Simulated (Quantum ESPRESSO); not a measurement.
How a calculation on Zn9Ga3Mo2 (P-3m1, 14 atoms in the cell) responds to its settings

```xyz
14
Lattice="5.4234 0.0000 0.0000 -2.7117 4.6968 0.0000 0.0000 0.0000 8.7012" Properties=species:S:1:pos:R:3 pbc="T T T"
Zn    -1.3559     2.3484     0.0000
Zn     1.3559     2.3484     0.0000
Zn     2.7117     0.0000     0.0000
Zn     1.3019     0.7517     2.1010
Zn     1.4098     3.9451     6.6002
Zn     4.1215     0.7517     2.1010
Zn    -1.4098     3.9451     6.6002
Zn     2.7117     3.1935     2.1010
Zn     0.0000     1.5034     6.6002
Ga    -1.3559     2.3484     4.3506
Ga     1.3559     2.3484     4.3506
Ga     2.7117     0.0000     4.3506
Mo     2.7117     1.5656     6.4341
Mo     0.0000     3.1312     2.2671
```

Base run A: Quantum ESPRESSO 7.5 with PBEsol, GBRV 1.5 ultrasoft (PBESOL) pseudopotentials, self-consistent single point.

Its settings: ecutwfc = 50 Ry; ecutrho = 400 Ry; occupations = smearing; smearing = marzari-vanderbilt; degauss = 0.0073499 Ry; potentials = {Zn: zn_pbesol_v1.uspp.F.UPF, Ga: ga_pbesol_v1.4.uspp.F.UPF, Mo: mo_pbesol_v1.uspp.F.UPF}; K_POINTS = automatic 4 4 2 0 0 0; conv_thr = 1e-10 Ry; mixing_beta = 0.3.

The starting cell comes from a database of computed structures (which also holds hypothetical and non-ambient phases and stackings), without a prior relaxation at this level. Spin polarisation is off. Without a gap this mesh is coarse (it stands for a supercell whose shortest vector is 17 Å).

Runs:
- B: pseudopotentials: {Zn: zn_pbesol_v1.uspp.F.UPF, Ga: ga_pbesol_v1.4.uspp.F.UPF, Mo: mo_pbesol_v1.uspp.F.UPF} → {Zn: zn_lda_v1.uspp.F.UPF, Ga: ga_lda_v1.4.uspp.F.UPF, Mo: mo_lda_v1.uspp.F.UPF} [LDA (PZ)]
- C: pseudopotentials: {Zn: zn_pbesol_v1.uspp.F.UPF, Ga: ga_pbesol_v1.4.uspp.F.UPF, Mo: mo_pbesol_v1.uspp.F.UPF} → {Zn: zn_pbe_v1.uspp.F.UPF, Ga: ga_pbe_v1.4.uspp.F.UPF, Mo: mo_pbe_v1.uspp.F.UPF}; input_dft: default → blyp [BLYP]
- D: pseudopotentials: {Zn: zn_pbesol_v1.uspp.F.UPF, Ga: ga_pbesol_v1.4.uspp.F.UPF, Mo: mo_pbesol_v1.uspp.F.UPF} → {Zn: zn_pbe_v1.uspp.F.UPF, Ga: ga_pbe_v1.4.uspp.F.UPF, Mo: mo_pbe_v1.uspp.F.UPF}; input_dft: default → wc [Wu-Cohen GGA]
- E: pseudopotentials: {Zn: zn_pbesol_v1.uspp.F.UPF, Ga: ga_pbesol_v1.4.uspp.F.UPF, Mo: mo_pbesol_v1.uspp.F.UPF} → {Zn: zn_pbe_v1.uspp.F.UPF, Ga: ga_pbe_v1.4.uspp.F.UPF, Mo: mo_pbe_v1.uspp.F.UPF}; input_dft: default → vdw-df2 [vdW-DF2]
- F: pseudopotentials: {Zn: zn_pbesol_v1.uspp.F.UPF, Ga: ga_pbesol_v1.4.uspp.F.UPF, Mo: mo_pbesol_v1.uspp.F.UPF} → {Zn: zn_pbe_v1.uspp.F.UPF, Ga: ga_pbe_v1.4.uspp.F.UPF, Mo: mo_pbe_v1.uspp.F.UPF}; input_dft: default → vdw-df-cx [vdW-DF-cx]

| run | pressure (GPa) | largest force (eV/Å) |
|---|---|---|
| A | -2.33 | 0.097 |
| B | -6.08 | 0.118 |
| C | 8.74 | 0.137 |
| D | -1.97 | 0.083 |
| E | 11.71 | 0.158 |
| F | -2.20 | 0.070 |

Run E against A: The pressure goes from -2.33 to 11.71 GPa and the largest force goes from 0.097 to 0.158 eV/Å.

Run D against A: The pressure goes from -2.33 to -1.97 GPa and the largest force goes from 0.097 to 0.083 eV/Å.

Left out of this page: 3 runs of the series held back from this collection.
